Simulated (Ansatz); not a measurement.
CsNO3 (Pmmn, No. 59, 10 atoms in the cell; start mp-22628), treated with r²SCAN-D4 (PAW; Ansatz, a first-principles code).

Settings: plane-wave cutoff 500 eV, 8×8×8 k mesh, gaussian smearing 0.02 eV, scalar-relativistic PAW data made under PBE.

Cell (relaxed at this level):

```cif
data_Cs2N2O6
_chemical_formula_sum 'Cs2 N2 O6'
_space_group_name_H-M_alt 'P 1'
_space_group_IT_number 1
_cell_length_a 5.53692
_cell_length_b 6.14065
_cell_length_c 5.07243
_cell_angle_alpha 90.000
_cell_angle_beta 90.000
_cell_angle_gamma 90.000
loop_
_space_group_symop_operation_xyz
  'x, y, z'
loop_
_atom_site_label
_atom_site_type_symbol
_atom_site_fract_x
_atom_site_fract_y
_atom_site_fract_z
_atom_site_occupancy
Cs1 Cs 0.50000 0.00000 0.59787 1
Cs2 Cs 0.00000 0.50000 0.40213 1
N1 N 0.00000 0.00000 0.00817 1
N2 N 0.50000 0.50000 0.99183 1
O1 O 0.50000 0.67678 0.11542 1
O2 O 0.50000 0.32322 0.11542 1
O3 O 0.00000 0.82322 0.88458 1
O4 O 0.00000 0.17678 0.88458 1
O5 O 0.50000 0.50000 0.74412 1
O6 O 0.00000 0.00000 0.25588 1
```

Problem. Estimate the band gap that the calculation returns.

Solution. 
- band gap = 3.72 eV (on the SCF k mesh)

Note: the relaxation could not lower the start's symmetry, so the cell can be a saddle point above a distorted one.

Spin–orbit coupling is not included.

The computed numbers hold no vibrational or temperature effects.

Cost on a shared machine: roughly 10 core-minutes.

A start named mp-… is a Materials Project structure, which need not be a measured phase.
